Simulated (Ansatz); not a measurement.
# Several settings converged on SrSi (Cm, 4 atoms in the cell)

```
CELL_PARAMETERS angstrom
      2.42164    -5.67650     0.00000
      2.42164     5.67650     0.00000
      0.00000     0.00000     4.06799
ATOMIC_POSITIONS crystal
  Sr 0.36129 0.63871 0.26229
  Sr 0.63871 0.36129 0.75000
  Si 0.06371 0.93629 0.25000
  Si 0.93629 0.06371 0.75000
```

Base method: PBEsol, default PAW files made with PBE (plane waves; Ansatz, a program for electronic structure).

Base settings: basis.ecutwfc = 30.9 Ry; kpoints.mp_grid.grid = 5 5 5; hamiltonian.xc = pbesol; hamiltonian.pseudopotentials = {kind: paw} (the program's default PAW files); scf.occupations.method = fermi_dirac; scf.occupations.width = 0.0073 Ry.

The count of work is k-points × plane waves × bands × iterations; it is no time. 

**The cutoff for other potential files**

Level: DFT, PBEsol, plane waves, harder PAW files (source: ansatz) made with PBE.

In this ladder: hamiltonian.pseudopotentials = {kind: paw, source: ansatz}.

The second cell is the first with its lattice scaled by 0.98.

The mesh stays at the base's, so the ladder's end is converged at best in this setting alone.

The first pressure column holds Ansatz's estimate of the finite-basis (Pulay) stress, which hides part of the cutoff error; the other is without it.

Only quantities that move along the ladder and can be compared are tabulated.

| basis.ecutwfc | free energy less the last step's (meV/atom) | energy of the compressed cell less the first (meV/atom) | pressure (GPa) | pressure without the Pulay estimate (GPa) | largest difference of a force vector from the last step's (eV/Å) | count of work / last |
|---|---|---|---|---|---|---|
| 15.1 Ry | 241.14 | -7.62 | -2.05 | -8.80 | 0.011 | 0.094 |
| 18.7 Ry | 45.36 | -5.98 | -1.92 | -3.37 | 0.015 | 0.13 |
| 23.5 Ry | 6.21 | -5.82 | -1.92 | -2.11 | 0.009 | 0.20 |
| 28.7 Ry | 1.37 | -6.07 | -1.93 | -1.97 | 0.001 | 0.28 |
| 33.8 Ry | 0.50 | -6.09 | -1.94 | -1.95 | 0.000 | 0.35 |
| 40.4 Ry | 0.23 | -6.11 | -1.94 | -1.94 | 0.000 | 0.46 |
| 50.7 Ry | 0.09 | -6.11 | -1.94 | -1.94 | 0.000 | 0.65 |
| 67.6 Ry | 0.00 | -6.11 | -1.94 | -1.94 | 0.000 | 1.0 |

Coarsest basis.ecutwfc that holds the free energy within 1 meV/atom of the last step, with all finer ones: 33.8 Ry, at 0.35 of the last step's count of work; the step before is off by 1.4 meV/atom.

Coarsest basis.ecutwfc that holds the forces within 0.005 eV/Å of the last step, with all finer ones: 28.7 Ry, at 0.28 of the last step's count of work; the step before is off by 0.009 eV/Å.

Coarsest basis.ecutwfc that holds the pressure without the Pulay estimate within 0.5 GPa of the last step, with all finer ones: 23.5 Ry, at 0.20 of the last step's count of work; the step before is off by 1.4 GPa.

The energy difference between the two cells stays within 1 meV/atom of the last step's from 18.7 Ry on, the total only from 33.8 Ry on: much of the error is common to both cells and cancels.

At the lowest cutoff the pressure without the Pulay estimate lies 6.9 GPa under the last step's, the usual sign of Pulay stress in an incomplete plane-wave basis.

**The relaxed cell against the cutoff**

On SrSi (Cmcm, 4 atoms in the cell): atoms on their sites.

In this ladder: relax = cell and atoms.

The mesh stays at the base's, so the ladder's end is converged at best in this setting alone.

Only quantities that move along the ladder and can be compared are tabulated.

```csv
basis.ecutwfc,relaxed volume (Å³/atom),relaxation steps
15.4 Ry,26.983,10
18.4 Ry,26.737,9
21.7 Ry,26.791,7
26.1 Ry,26.761,5
30.9 Ry,26.750,5
37.1 Ry,26.747,5
46.3 Ry,26.747,5
61.7 Ry,26.747,5
```

Coarsest basis.ecutwfc that holds the relaxed volume within 0.027 Å³/atom of the last step, with all finer ones: 26.1 Ry; the step before is off by 0.044 Å³/atom.

At the lowest cutoff the cell relaxes to a volume 0.9 % larger than at the highest. Ansatz relaxes on a stress corrected for the finite basis.

On the base run: the starting cell comes from a database of computed structures (which also holds hypothetical and non-ambient phases and stackings), without a prior relaxation at this level. Its lattice was rescaled by up to half a per cent. One atom was moved a little off its site on purpose.

Keys are those of Ansatz 0.2.
